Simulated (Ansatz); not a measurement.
Consider MgSe in the rock salt structure (space group Fm-3m, No. 225; a = 5.450 Å).

It is then changed as follows: every lattice vector is stretched by 1.00 %, atoms relaxed at fixed cell.

The values are results of PBEsol in Ansatz (plane waves to 420 eV, PAW, no spin-orbit coupling), not measurements.

Base, band edges from the VBM (valence, conduction): X -1.80, 1.78; W -2.57, 4.53; L -0.59, 3.71; Γ 0.00, 2.50; K -1.45, 3.00; U -1.45, 3.00 eV.

**Question.** Give the band edges at the high-symmetry points of the new zone, measured from its valence-band maximum.

**Answer.** 
```csv
point,valence edge (eV),conduction edge (eV)
Γ,0.00,2.31
X,-1.73,1.73
U,-1.39,2.96
K,-1.39,2.96
L,-0.56,3.68
W,-2.48,4.42
```

The gap is 1.73 eV, indirect, Γ → X.

The cells carry an imposed strain or load. No phonon test of stability was made.

Ansatz is a program for electronic structure.
